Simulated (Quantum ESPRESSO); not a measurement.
## Quick settings and what they miss: NaFeCuSe₂ (P3m1, 5 atoms in the cell)

Self-consistent single point.

```
NaFeCuSe2
1.0
    4.11082     0.00000     0.00000
   -2.05541     3.56007     0.00000
    0.00000     0.00000     7.33408
Na Fe Cu Se
1 1 1 2
Direct
  0.00000   0.00000   0.00798
  0.33333   0.66667   0.60764
  0.66667   0.33333   0.38386
  0.66667   0.33333   0.73460
  0.33333   0.66667   0.26593
```
Moments meant for the start (each program seeds them in its own way; μB, in the order of the atoms Na Fe Cu Se Se): 0.0 4.0 0.0 0.0 0.0.

Computed with PBEsol, GBRV 1.5 ultrasoft (PBESOL) pseudopotentials (plane waves; Quantum ESPRESSO 7.5).

Base settings: ecutwfc = 50 Ry; ecutrho = 400 Ry; occupations = smearing; smearing = mp; degauss = 0.0036749 Ry; nspin = 2; K_POINTS = automatic 6 6 3 0 0 0; conv_thr = 1e-09 Ry; mixing_beta = 0.4.

Tight run (finer mesh or higher cutoff; not a proven limit): ecutwfc: 50 Ry → 70 Ry; ecutrho: 400 Ry → 560 Ry; conv_thr: 1e-09 Ry → 7.3e-11 Ry; K_POINTS: automatic 6 6 3 0 0 0 → automatic 9 9 5 0 0 0. It gave Fermi level (on the code's own zero) 6.99 eV; pressure -5.98 GPa; largest force (vector length) 0.783 eV/Å; size of the cell's spin moment 4.00 μB; site moments (μB, in the program's spheres or projections) Na 0.02, Fe 3.23, Cu 0.16, Se 0.14, Se 0.11.

Quick runs, as changes from the base:
- A: the base itself
- B: ecutwfc: 50 Ry → 30 Ry; ecutrho: 400 Ry → 240 Ry; smearing: mp → cold; degauss: 0.0036749 Ry → 0.036749 Ry; K_POINTS: automatic 6 6 3 0 0 0 → automatic 3 3 3 0 0 0

Energies are extrapolated to zero smearing width, which holds to low order in the width alone (under cold and Methfessel-Paxton smearing the free energy itself is taken).

The count of work is k-points × plane waves × bands × iterations; it is no time. Core times come from one kind of shared machine and are given to one figure; runs under 30 s give none.

The starting cell comes from a database of computed structures (which also holds hypothetical and non-ambient phases and stackings), without a prior relaxation at this level. Its lattice was rescaled by a random factor within 2.5 % of one. With one magnetic atom in the cell only a parallel order is possible. In the base run, with a pressure of about -6 GPa the cell is away from its equilibrium volume at this level.

```
run  energy less tight (meV/atom)  pressure less tight (GPa)  largest miss in a force vector (eV/Å)  count of work / tight  core time / tight (rough)
---  ----------------------------  -------------------------  -------------------------------------  ---------------------  -------------------------
A                             7.1                      -0.07                                  0.013                   0.17                        0.2
B                           298.3                     -16.90                                  0.085                  0.035                       0.05
```

Among the runs at the tight run's level, the energy misses run from 7.1 to 298.3 meV/atom.

Left out of this page: 4 runs of the series outside the window shown, repeating another row's setting, or not comparable.
